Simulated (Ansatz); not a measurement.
For WGe (model structure, started from the CoSn type, P6/mmm, No. 191, 6 atoms in the cell), PBE (PAW; Ansatz, a quantum-chemistry and plane-wave program) gives:

```
Property                      Result
---------------------  -------------
lattice constant a           5.425 Å
lattice parameter c          4.355 Å
enthalpy of formation  0.274 eV/atom
```

Q: What does PBE-D3(BJ) (Ansatz, PAW) give for the same quantities?

A: 
- lattice constant a: 5.388 Å (shrinks by 0.7 %)
- lattice parameter c: 4.306 Å (decreases by 1.1 %)
- formation enthalpy: 0.285 eV/atom (goes up by 0.011 eV/atom)

Changes are worked out from the printed values.

Unless a cell is named, each level is at its own relaxed cell (PBE 18.50, PBE-D3(BJ) 18.04 Å³/atom).

Levels without +SOC leave out spin–orbit coupling, which shifts energies and cells of such heavy elements.

Ansatz's density-functional and Hartree–Fock values are scalar-relativistic unless marked +SOC, with PAW data made under PBE.

A model structure was made by putting elements into a prototype or built by hand; it is no filed structure, need not be a known phase, and can be a saddle point held by its symmetry.
